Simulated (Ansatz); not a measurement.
System: antifluorite Be2C. Method: LC-ωPBE in Ansatz (PAW).

Numerical settings: plane-wave cutoff 520 eV, 10×10×10 k mesh, scalar-relativistic PAW data made under PBE.

Computed at the level's own relaxed cell.

Hill averages of the elastic tensor: K = 223.0 GPa, G = 264.8 GPa. Volume 6.577 Å³/atom, mean atomic mass 10.012 u.

Question: Work out the density, the sound velocities of a polycrystal and the elastic Debye temperature at this level.

Answer: ρ = 1.66054 × 10.012/6.577 = 2.528 g/cm³. v_l = √[(K + 4G/3)/ρ] = 15.096 km/s and v_t = √(G/ρ) = 10.235 km/s. The mean follows from 3/v_m³ = 1/v_l³ + 2/v_t³: v_m = 11.164 km/s. Θ_D = (ħ/k_B) v_m (6π²/V)^(1/3) = 76.38 K Å s/km × 11.164 × 2.0804 Å⁻¹ = 1774 K, counting all atoms of the cell.

Ansatz is a first-principles code.
